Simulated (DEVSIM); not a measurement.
Device: abrupt GaSb n-p junction, at 300 K.

Layer 1 from the left is GaSb, thickness (μm) 0.690, Nd (cm⁻³) 7.4e16, τn (s) 5.6e-8, τp (s) 5.6e-8. Layer 2 from the left is GaSb, thickness (μm) 140, Na (cm⁻³) 5.4e17, τn (s) 5.6e-8, τp (s) 5.6e-8.

Left contact: ohmic. Right contact: ohmic. Voltage is applied to the left contact. Recombination: SRH at mid-gap, Auger. Mobility is constant in doping.

The device is made up for the run: typed textbook-type constants, with dimensions and the other settings drawn at random. Values at 300 K.

GaSb: gap (eV) 0.726, affinity (eV) 4.06, permittivity 15.7, Nc (cm⁻³) 2.1e17, Nv (cm⁻³) 1.8e19, μn (cm²/Vs) 5000, μp (cm²/Vs) 850, Cn (cm⁶/s) 5e-30, Cp (cm⁶/s) 5e-30.

Model (solved in DEVSIM): 1D drift-diffusion, Boltzmann statistics, complete ionisation; no tunnelling, impact ionisation, image-force lowering or self-heating.

Dark forward current:

| |V| (V) | |J| (A/cm²) |
|---|---|
| 0.05 | 1.712e-5 |
| 0.10 | 0.0001116 |
| 0.15 | 0.0007026 |
| 0.20 | 0.004595 |
| 0.25 | 0.03080 |
| 0.30 | 0.2085 |
| 0.35 | 1.407 |
| 0.40 | 9.055 |
| 0.45 | 46.65 |
| 0.50 | 149.0 |
| 0.55 | 309.9 |
| 0.60 | 505.2 |
| 0.65 | 720.2 |
| 0.70 | 948.3 |
| 0.75 | 1186 |
| 0.80 | 1432 |
| 0.85 | 1685 |
| 0.90 | 1945 |
| 0.95 | 2211 |

Problem. Work out the local ideality factor n = ΔV / (kT/q · ln(J2/J1)) between the rows 0.15 and 0.20 V, 0.25 and 0.30 V, 0.90 and 0.95 V.

Solution. kT/q = 25.85 mV. From 0.15 to 0.20 V: ln(0.004595/0.0007026) = 1.878, n = 1.03, near the 1 of diffusion or emission over a barrier. From 0.25 to 0.30 V: ln(0.2085/0.03080) = 1.912, n = 1.01, near the 1 of diffusion or emission over a barrier. From 0.90 to 0.95 V: ln(2211/1945) = 0.128, n = 15.09.

Problem. Estimate the current at 0.25 V from the Shockley equation with J0 = Σ q ni² D/(N L) coth(W/L), τ joining the SRH, radiative and Auger lifetimes that are on, and W taken as the whole layer.

Solution. ni² = 2.40e24 cm⁻⁶; holes in the n layer: μ = 850 cm²/Vs, D = 22.0 cm²/s, τ = 5.59e-8 s, L = 11.1 μm, W/L = 0.062, term 1.66e-6 A/cm²; electrons in the p layer: μ = 5000 cm²/Vs, D = 129 cm²/s, τ = 5.18e-8 s, L = 25.9 μm, W/L = 5.4, term 3.56e-8 A/cm². J0 = 1.69e-6 A/cm², and J = J0 exp(qV/kT) = 0.0268 A/cm². The simulation gives 0.0308 A/cm²; the estimate lies 13 % below. The estimate leaves out recombination in the depletion region and that region's share of W.
